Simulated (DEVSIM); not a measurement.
Structure: abrupt GaSb n-p junction, at 350 K.

```
layer (left to right)  material  thickness (μm)  Nd (cm⁻³)  Na (cm⁻³)   τn (s)   τp (s)
---------------------  --------  --------------  ---------  ---------  -------  -------
1                          GaSb           0.740     1.9e16          -  4.1e-10  4.1e-10
2                          GaSb            5.80          -     1.6e17  4.1e-10  4.1e-10
```

Left contact: ohmic. Right contact: ohmic. Voltage is applied to the left contact. Recombination: SRH at mid-gap, Auger. Mobility is μmin + (μ − μmin)/(1 + (N/Nref)^α).

This is a model device: material constants are rounded textbook-type values typed into the input, and sizes, dopings and lifetimes were drawn at random. Values at 300 K; Nc and Nv go as T^1.5, mobilities as T to minus their exponent, the gap by Varshni's rule with the affinity fixed.

```tsv
parameter	GaSb
gap (eV)	0.726
affinity (eV)	4.06
permittivity	15.7
Nc (cm⁻³)	2.1e17
Nv (cm⁻³)	1.8e19
μn (cm²/Vs)	5000
μp (cm²/Vs)	850
μn,min	1000
μp,min	190
Nref,n	2.8e17
Nref,p	9e17
αn	1.05
αp	0.65
T exponent of μn	2
T exponent of μp	1.7
Cn (cm⁶/s)	5e-30
Cp (cm⁶/s)	5e-30
Varshni α (eV/K)	0.00042
Varshni β (K)	140
```

DEVSIM, 1D drift-diffusion, Boltzmann statistics, complete ionisation; no tunnelling, impact ionisation, image-force lowering or self-heating.

Base results: potential step across the device at zero bias (V) 0.478; dark forward voltage at 1 A/cm² (V) 0.183; largest field in the device at zero bias (V/cm) 42000; dark forward voltage at 100 A/cm² (V) 0.343.

Task: What follows from this one change: thickness of layer 2 5.8 → 29 μm?

Result: potential step across the device at zero bias little changed (0.478 V); dark forward voltage at 1 A/cm² little changed (0.183 V); largest field in the device at zero bias little changed (42000 V/cm); dark forward voltage at 100 A/cm² 0.343 → 0.361 V.

Task: What follows from this one change: doping Na of layer 2 1.6e+17 → 4.8e+15 cm^-3?

Result: potential step across the device at zero bias 0.478 → 0.372 V; dark forward voltage at 1 A/cm² 0.183 → 0.133 V; largest field in the device at zero bias 42000 → 17000 V/cm; dark forward voltage at 100 A/cm² little changed (0.347 V).

Task: What follows from this one change: minority lifetime in layer 1 4.1e-10 → 1.2e-09 s?

Result: potential step across the device at zero bias little changed (0.478 V); dark forward voltage at 1 A/cm² 0.183 → 0.192 V; largest field in the device at zero bias little changed (42000 V/cm); dark forward voltage at 100 A/cm² little changed (0.346 V).

Task: What follows from this one change: doping Nd of layer 1 1.9e+16 → 1.9e+15 cm^-3?

Result: potential step across the device at zero bias 0.478 → 0.409 V; dark forward voltage at 1 A/cm² 0.183 → 0.104 V; largest field in the device at zero bias 42000 → 23000 V/cm; dark forward voltage at 100 A/cm² 0.343 → 0.285 V.
